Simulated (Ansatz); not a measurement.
The reference is BP in the zinc blende structure (space group F-43m, No. 216; a = 4.537 Å). Axes: x, y, z lie along the cube axes.

Method: r2SCAN (Ansatz, a first-principles code; PAW; 500 eV plane waves; without spin-orbit coupling).

Strains are applied to the cell and any free atomic positions relax; under biaxial strain the out-of-plane vector relaxes too.

One change was made to it. Results:

```csv
quantity,base,after
volume per atom,11.67 Å³,12.03 Å³
energy relative to the base (free energy F),0 meV/atom,+9.1 meV/atom
"pressure (mean of the normal stresses, compression positive)",0.0 kbar,-48.1 kbar
smallest direct gap,3.60 eV,3.36 eV
band gap,1.41 eV,1.35 eV
```

**Question.** Which of these changes matches the shifts?
(A) biaxial strain +2.08 %, plane normal [111], relaxed out of plane
(B) biaxial strain +0.42 %, plane normal [111], relaxed out of plane
(C) biaxial strain +1.67 %, plane normal [111], relaxed out of plane

**Answer.** C, biaxial strain +1.67 %, plane normal [111], relaxed out of plane. For comparison, the energy relative to the base in the other runs: biaxial strain +2.08 %, plane normal [111], relaxed out of plane gives +14 meV/atom; biaxial strain +0.42 %, plane normal [111], relaxed out of plane gives +0.6 meV/atom.

No phonon test of stability was made.
